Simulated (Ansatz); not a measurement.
Refining one setting for a (001) slab of BiS3 (cut from a parent of space group no. 194; 24 atoms in the cell)

```
CELL_PARAMETERS angstrom
      7.07986     0.00000     0.00000
     -3.53993     6.13134     0.00000
      0.00000     0.00000    21.79820
ATOMIC_POSITIONS crystal
  Bi 0.66667 0.33333 0.36515
  Bi 0.33333 0.66667 0.27525
  Bi 0.66667 0.33333 0.54495
  Bi 0.33333 0.66667 0.45505
  Bi 0.66667 0.33333 0.72475
  Bi 0.33333 0.66667 0.63485
  S  0.32099 0.16050 0.27525
  S  0.67901 0.83950 0.36515
  S  0.16050 0.32099 0.36515
  S  0.83950 0.67901 0.27525
  S  0.83950 0.16050 0.27525
  S  0.16050 0.83950 0.36515
  S  0.32099 0.16050 0.45505
  S  0.67901 0.83950 0.54495
  S  0.16050 0.32099 0.54495
  S  0.83950 0.67901 0.45505
  S  0.83950 0.16050 0.45505
  S  0.16050 0.83950 0.54495
  S  0.32099 0.16050 0.63485
  S  0.67901 0.83950 0.72475
  S  0.16050 0.32099 0.72475
  S  0.83950 0.67901 0.63485
  S  0.83950 0.16050 0.63485
  S  0.16050 0.83950 0.72475
```

Computed with PBE (plane waves, PAW; Ansatz, a quantum-chemistry and plane-wave program).

The starting cell comes from a database of computed structures (which also holds hypothetical and non-ambient phases and stackings), without a prior relaxation at this level. The slab is cut from that crystal, and its faces are unrelaxed. Spin polarisation is off, though cut faces can carry moments; the slab shows no gap. In the base run, forces exceed 1 eV/Å.

Held fixed: basis.ecutwfc = 420 eV; kpoints.mp_grid.grid = 6 6 1; hamiltonian.xc = pbe; hamiltonian.pseudopotentials = {kind: paw} (the program's default PAW files); scf.occupations.method = methfessel_paxton; scf.occupations.width = 0.272 eV.

ΔF is the free energy per atom less that of the last row (28.0).

```csv
vacuum between outermost atoms (Å),ΔF (meV/atom),largest force (eV/Å),plane waves,iterations
3.0,-32.2,1.447,10837,9
4.0,-5.1,1.576,11693,8
5.0,-0.77,1.573,12619,8
6.0,-0.17,1.570,13379,8
8.0,-0.02,1.568,15053,8
10.0,0.00,1.567,16801,8
12.0,0.00,1.567,18511,8
15.0,0.00,1.567,21041,8
18.0,0.00,1.567,23535,8
22.0,0.00,1.567,26957,8
28.0,0.00,1.567,32149,8
```

Energy within 2 meV/atom of the last row: from vacuum between outermost atoms (Å) = 5.0 on; the one before it is off by 5.1 meV/atom.

Left out of this page: 1 run of the series outside the window shown, repeating another row's setting, or not comparable.

Keys are those of Ansatz 0.2.
